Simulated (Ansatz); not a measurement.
## GaAs with two functionals, As → P

The parent structure is GaAs in the zinc blende structure (space group F-43m, No. 216; a = 5.7456 Å).

(Cell as relaxed with PBE.)

Levels (all Ansatz, an electronic-structure program, PAW): PBE (420 eV, spin-orbit coupling left out); r2SCAN (500 eV, without spin-orbit coupling).

Each level relaxes its own structure.

```
base                      PBE    r2SCAN
-------------------  --------  --------
volume per atom      23.71 Å³  22.75 Å³
lattice parameter a   5.746 Å   5.667 Å
band gap              0.16 eV   0.96 eV
```

Perturbation: every As is replaced by P; the structure is relaxed again.

```json
[
 {"quantity": "shift of the gap caused by the change", "PBE": "+1.42 eV", "r2SCAN": "+0.89 eV"},
 {"quantity": "lattice parameter a", "PBE": "5.506 Å", "r2SCAN": "5.451 Å"},
 {"quantity": "hole mass (degenerate bands, along [100])", "PBE": "0.098, 0.40, 0.40 mₑ (at Γ)", "r2SCAN": "0.13, 0.37, 0.37 mₑ (at Γ)"},
 {"quantity": "band gap", "PBE": "1.58 eV", "r2SCAN": "1.85 eV"}
]
```

PBE's shift of the gap caused by the change lies 0.53 eV above r2SCAN's; PBE's lattice parameter a lies 0.055 Å above r2SCAN's (1.0 %); PBE's band gap lies 0.27 eV below r2SCAN's. Neither level is exact; r2SCAN is the comparison here, not a measurement.

Effective masses come from finite differences of ±0.01 Å⁻¹. Stability against distortions was not tested. The zero or small gap of GaAs can change with the level of theory.
